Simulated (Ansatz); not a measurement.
For MgS (model structure, started from the HgTe type, Fm-3m, No. 225, 6 atoms in the cell), PBE (plane waves, PAW; Ansatz, a quantum-chemistry and plane-wave program) gives:

cohesive energy: 3.72 eV/atom
band gap: 2.76 eV

**Question.** What does r²SCAN+rVV10 in Ansatz (plane waves, PAW) give for the same quantities?

**Answer.** 
- cohesive energy: 4.15 eV/atom (goes up by 0.43 eV/atom)
- band gap: 3.45 eV (goes up by 0.69 eV)

Changes are worked out from the printed values.

Unless a cell is named, each level is at its own relaxed cell (PBE 17.88, r²SCAN+rVV10 17.47 Å³/atom).

Density-functional gaps are differences of (generalised) Kohn–Sham levels.

Ansatz's density-functional and Hartree–Fock values are scalar-relativistic unless marked +SOC, with PAW data made under PBE.

A model structure was made by putting elements into a prototype or built by hand; here it ended with the formula and space group of a phase in our tables.
